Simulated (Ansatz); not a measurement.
Consider a 24-atom cell of (Ti,Mo)Si2 started in the TiSi2 (C54) type structure, site fractions Ti 0.500, Mo 0.500, short-range order -1.00 in the first shell of the mixed sites (0 is random, a negative value favours unlike neighbours), space group F222 at the end, an ordered arrangement that its symmetry holds. Its start:

```
CELL_PARAMETERS angstrom
     -4.77080     3.99930    -4.36139
      4.77080     3.99930     4.36139
      4.77080     3.99930    -4.36139
ATOMIC_POSITIONS crystal
  Ti 0.75000 0.00000 0.25000
  Ti 0.00000 0.50000 0.50000
  Ti 0.25000 0.00000 0.75000
  Ti 0.50000 0.50000 0.00000
  Mo 0.87500 0.50000 0.12500
  Mo 0.12500 0.00000 0.37500
  Mo 0.37500 0.50000 0.62500
  Mo 0.62500 0.00000 0.87500
  Si 0.09524 0.34524 0.25000
  Si 0.34524 0.84524 0.50000
  Si 0.59524 0.34524 0.75000
  Si 0.84524 0.84524 0.00000
  Si 0.40476 0.65476 0.25000
  Si 0.65476 0.15476 0.50000
  Si 0.90476 0.65476 0.75000
  Si 0.15476 0.15476 0.00000
  Si 0.78491 0.65991 0.37500
  Si 0.03491 0.15991 0.62500
  Si 0.28491 0.65991 0.87500
  Si 0.53491 0.15991 0.12500
  Si 0.46509 0.34009 0.37500
  Si 0.71509 0.84009 0.62500
  Si 0.96509 0.34009 0.87500
  Si 0.21509 0.84009 0.12500
```

The mixing enthalpy is taken against the end members in the TiSi2 (C54) type type (which need not be the stable form of TiSi2 and MoSi2), relaxed in the same cell and mesh.

These are PBE (plane waves to 420 eV, PAW; Ansatz, a first-principles code) values and carry that method's errors. Spin–orbit coupling is left out; the runs are not spin-polarised. Its k-point mesh 5×5×5, Fermi–Dirac width 0.05 eV.

```
end member  weight  volume per atom (Å³)
----------  ------  --------------------
TiSi2        0.500                 14.18
MoSi2        0.500                 13.56
```

Q: Predict the alloy's volume, bond lengths and mixing enthalpy.

A: 
- volume per atom = 13.86 Å³
- Si–Ti bonds = 2.662 Å on average, from 2.554 to 2.872 (40)
- Mo–Si bonds = 2.668 Å on average, from 2.571 to 2.816 (40)
- mixing enthalpy per site of the mixed sublattice = -56 meV
- departure of the mean lattice parameter from Vegard's line = under 0.15 %, inside the noise of the relaxations
